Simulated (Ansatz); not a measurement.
Base system: SiC in the zinc blende structure (space group F-43m, No. 216; a = 4.3566 Å). Axes: x, y, z lie along the cube axes.

Method: Ansatz (a quantum-chemistry and plane-wave program), r2SCAN, PAW, cutoff 500 eV, spin-orbit coupling left out, earlier PAW set.

Before the change:

The electron mass is 0.64 mₑ along k, 0.23 mₑ across (at X) and the shortest interatomic distance comes out as 1.886 Å.

Perturbation: uniaxial strain ε_zz = +0.97 %, all other strain components held at zero; the atoms relax in the strained cell.

**Question.** What does the calculation give for the stress after the change?

**Answer.** The stress (xx, yy, zz, yz, xz, xy; compression positive) is (-1.25, -1.25, -3.99, 0.00, 0.00, 0.00) GPa.

**Question.** How does this affect the electron mass?

**Answer.** The electron mass remains 0.64 mₑ along k, 0.23 mₑ across (at X).

**Question.** How does this affect the shortest interatomic distance?

**Answer.** The shortest interatomic distance grows by 0.0061 Å (1.886 Å → 1.893 Å).

The levels and masses belong to the bands next to the band gap. Masses are band curvatures over ±0.01 Å⁻¹ around the edge. Along k means along the line from Γ to the band edge. Stability against distortions was not tested.
